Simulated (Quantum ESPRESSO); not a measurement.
# Several settings converged on CaSiAu (P3m1, 3 atoms in the cell)

```
CELL_PARAMETERS angstrom
      4.30595     0.00000     0.00000
     -2.15298     3.72906     0.00000
      0.00000     0.00000     3.92279
ATOMIC_POSITIONS crystal
  Ca 0.00000 0.00000 0.01275
  Si 0.66667 0.33333 0.50000
  Au 0.33333 0.66667 0.50000
```

Base method: LDA (PZ), GBRV 1.5 ultrasoft (LDA) pseudopotentials (plane waves; Quantum ESPRESSO).

Base settings: ecutwfc = 40 Ry; ecutrho = 320 Ry; occupations = smearing; smearing = fermi-dirac; degauss = 0.0073499 Ry; potentials = {Ca: ca_lda_v1.uspp.F.UPF, Si: si_lda_v1.uspp.F.UPF, Au: au_lda_v1.uspp.F.UPF}; K_POINTS = automatic 3 3 3 0 0 0; conv_thr = 1e-10 Ry; mixing_beta = 0.3.

The count of work is k-points × plane waves × bands × iterations; it is no time. 

**The cutoff for other potential files**

Level: DFT, LDA (PW92), plane waves, PseudoDojo standard norm-conserving (LDA) pseudopotentials.

In this ladder: ecutrho = default; pseudopotentials = {Ca: Ca.upf, Si: Si.upf, Au: Au.upf}.

The second cell is the first with its lattice scaled by 0.98.

The mesh stays at the base's, so the ladder's end is converged at best in this setting alone.

Only quantities that move along the ladder and can be compared are tabulated.

```tsv
ecutwfc	free energy less the last step's (meV/atom)	energy of the compressed cell less the first (meV/atom)	pressure (GPa)	largest difference of a force vector from the last step's (eV/Å)	count of work / last
36 Ry	1539.46	-2.66	-46.84	0.008	0.11
44 Ry	434.12	-17.55	-20.74	0.005	0.14
56 Ry	42.50	-15.47	-7.18	0.000	0.21
68 Ry	1.83	-15.45	-4.67	0.000	0.28
80 Ry	0.47	-15.46	-4.50	0.000	0.32
120 Ry	0.15	-15.47	-4.50	0.000	0.65
160 Ry	0.00	-15.48	-4.50	0.000	1.0
```

Coarsest ecutwfc that holds the pressure within 0.5 GPa of the last step, with all finer ones: 68 Ry, at 0.28 of the last step's count of work; the step before is off by 2.7 GPa.

Coarsest ecutwfc that holds the energy of the compressed cell less the first within 0.2 meV/atom of the last step, with all finer ones: 56 Ry, at 0.21 of the last step's count of work; the step before is off by 2.1 meV/atom.

Coarsest ecutwfc that holds the free energy within 1 meV/atom of the last step, with all finer ones: 80 Ry, at 0.32 of the last step's count of work; the step before is off by 1.8 meV/atom.

The energy difference between the two cells stays within 1 meV/atom of the last step's from 56 Ry on, the total only from 80 Ry on: much of the error is common to both cells and cancels.

At the lowest cutoff the pressure lies 42.3 GPa under the last step's, the usual sign of Pulay stress in an incomplete plane-wave basis.

**The density cutoff**

The second cell is the first with its lattice scaled by 0.98.

The mesh stays at the base's, so the ladder's end is converged at best in this setting alone.

Only quantities that move along the ladder and can be compared are tabulated.

```tsv
ecutrho	free energy less the last step's (meV/atom)	energy of the compressed cell less the first (meV/atom)	pressure (GPa)
80 Ry	-3.95	-15.14	-4.07
120 Ry	-0.02	-14.55	-4.43
160 Ry	0.05	-14.62	-4.43
200 Ry	0.03	-14.60	-4.43
240 Ry	-0.01	-14.65	-4.43
320 Ry	-0.02	-14.61	-4.43
400 Ry	0.00	-14.59	-4.43
640 Ry	0.00	-14.60	-4.43
```

Coarsest ecutrho that holds the energy of the compressed cell less the first within 0.2 meV/atom of the last step, with all finer ones: 120 Ry; the step before is off by 0.53 meV/atom.

Coarsest ecutrho that holds the pressure within 0.05 GPa of the last step, with all finer ones: 120 Ry; the step before is off by 0.36 GPa.

Coarsest ecutrho that holds the free energy within 2 meV/atom of the last step, with all finer ones: 120 Ry; the step before is off by 4.0 meV/atom.

The energy difference between the two cells stays within 1 meV/atom of the last step's from 80 Ry on, the total only from 120 Ry on: much of the error is common to both cells and cancels.

On the base run: the starting cell comes from a database of computed structures (which also holds hypothetical and non-ambient phases and stackings), without a prior relaxation at this level. Its lattice was rescaled by up to half a per cent. One atom was moved a little off its site on purpose. In the base run, with a pressure of about -4 GPa the cell is away from its equilibrium volume at this level. Without a gap this mesh is coarse (it stands for a supercell whose shortest vector is 12 Å).
